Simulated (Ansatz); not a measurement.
# Zr$_{3}$Tl (Pm-3m) against Cu in narrow wires

Zr3Tl (Pm-3m) has a bulk resistivity ρ₀ of 30.0 μΩ·cm and a mean free path ℓ of 4.86 nm. Cu (Fm-3m) has a bulk resistivity ρ₀ of 1.66 μΩ·cm and a mean free path ℓ of 40.5 nm. Both at 300 K by PBEsol, DFPT electron-phonon coupling, linearised Boltzmann equation (plane waves, PAW, scalar-relativistic; Ansatz, a quantum-chemistry and plane-wave program); third figures are kept for the arithmetic, and halving the electron mesh moves ρ₀ by up to 7 and 1 % at 300 K, and ℓ by up to 6 and 1 % (the most at any temperature). Cell of Zr$_{3}$Tl (Pm-3m): a = b = c = 4.419 Å, α = β = γ = 90.00°.

Square wire of width d: ρ(d) = ρ₀ + ρ₀ℓ [3(1 − p)/(4d) + 3R/(2D(1 − R))], with p = 0.2, R = 0.2, D = d.

### Question
What are ρ₀ℓ and ρ(d)?

### Answer
With D = d the size term is Kρ₀ℓ/d, K = 0.75 × 0.8 + 1.5 × 0.2/0.80 = 0.975. Zr$_{3}$Tl (Pm-3m): ρ₀ℓ = 14.6×10⁻¹⁶ Ω·m², ρ = 30.0 + 142/d. Cu: 6.72×10⁻¹⁶ Ω·m², ρ = 1.66 + 65.5/d (μΩ·cm, d in nm).

### Question
Where, if anywhere, do the two curves cross in favour of Zr$_{3}$Tl (Pm-3m)?

### Answer
Nowhere: neither ρ₀ nor ρ₀ℓ of Zr$_{3}$Tl (Pm-3m) lies under that of Cu.

### Question
Give copper a liner of 2 nm on each side that carries no current, and suppose that Zr$_{3}$Tl (Pm-3m) needs no liner. Tabulate ρL/d² for L = 1 μm against the trench width w. Take w = 9, 14, 16, 45 nm.

### Answer
| w (nm) | ρ, Zr$_{3}$Tl (Pm-3m) (μΩ·cm) | Ω/μm, Zr$_{3}$Tl (Pm-3m) | core d (nm) | ρ, Cu (μΩ·cm) | Ω/μm, Cu |
|---|---|---|---|---|---|
| 9 | 46 | 5700 | 5 | 14.8 | 5900 |
| 14 | 40 | 2000 | 10 | 8.2 | 820 |
| 16 | 39 | 1520 | 12 | 7.1 | 490 |
| 45 | 33 | 164 | 41 | 3.3 | 19.4 |

The line of Zr$_{3}$Tl (Pm-3m) has the lower resistance at w = 9 nm. The line of Cu has the lower resistance at w = 14, 16, 45 nm. At 9 nm the two differ by less than the mesh changes allow to tell. For Cu, d lies under 0.3 ℓ at w = 9, 14, 16 nm, where the formula is only a guide.

The formula is the first-order form of the Fuchs-Sondheimer and Mayadas-Shatzkes models for a square wire of an isotropic metal and fails where d lies far under ℓ. Specularity, reflection and grain size are typed assumptions. With a current-weighted ℓ the product lies above the one-path value, by more the wider the paths spread. Only harmonic phonons scatter in ρ₀; disorder, surface states and the phase's stability aren't judged.

Computed structure with no diffraction record at hand here (it may be known, metastable or hypothetical): Zr3Tl (Pm-3m). The missing spin-orbit coupling matters most for Zr3Tl (Pm-3m).
